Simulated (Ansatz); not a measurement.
Data:

```yaml
crystal:
  lattice:
    - [2.71781, 0.00000, 0.00000]
    - [-1.35890, 2.35369, 0.00000]
    - [0.00000, 0.00000, 4.28422]
  atoms:
    - { symbol: Ru, position: [0.66667, 0.33333, 0.75000] }
    - { symbol: Ru, position: [0.33333, 0.66667, 0.25000] }
```

No spin polarisation.

All numbers come from Ansatz (an electronic-structure program), r2SCAN, PAW, cutoff 500 eV, no SOC. Settings: 24×24×14 k-points, 0.1 eV Fermi–Dirac smearing.

### Question
What space group does the calculation give?

### Answer
P6_3/mmc (No. 194).

### Question
What band gap does the calculation give?

### Answer
Zero.

### Question
What pressure (mean of the normal stresses, compression positive) does the calculation give?

### Answer
-4.9 GPa.

The cells carry an imposed strain or load. Whether these cells are dynamically stable was not tested. The final runs are not spin-polarised. The cell was made from Ru in the hcp (Mg type) structure (space group P6_3/mmc, No. 194) by this change: isotropic strain +0.50 %.
